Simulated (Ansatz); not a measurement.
Data:

```
PbO2
1.0
    3.39956     0.00000     0.00000
    1.69978     2.94411     0.00000
    0.00000     0.00000     4.31490
Pb O
1 2
Direct
  0.00000   0.00000   0.00000
  0.33333   0.33333   0.23699
  0.66667   0.66667   0.76301
```

No spin polarisation.

Level of theory: r2SCAN+rVV10 (Ansatz, a first-principles code; PAW; 500 eV plane waves; without spin-orbit coupling). k-mesh 11×11×8 (Γ-centred); smearing 0.05 eV (Fermi–Dirac).

**Question.** Predict the pressure and space group.

**Answer.** The pressure (mean of the normal stresses, compression positive) is -16.6 kbar and the space group comes out as P-3m1 (No. 164).

The cells carry an imposed strain or load. Whether these cells are dynamically stable was not tested. The cell was made from PbO2 in the CdI2 type structure (space group P-3m1, No. 164; a hypothetical phase, not in the database extracts checked; layered, stacked along the Cartesian z axis) by this change: biaxial strain +0.83 %, plane normal [001], relaxed out of plane.
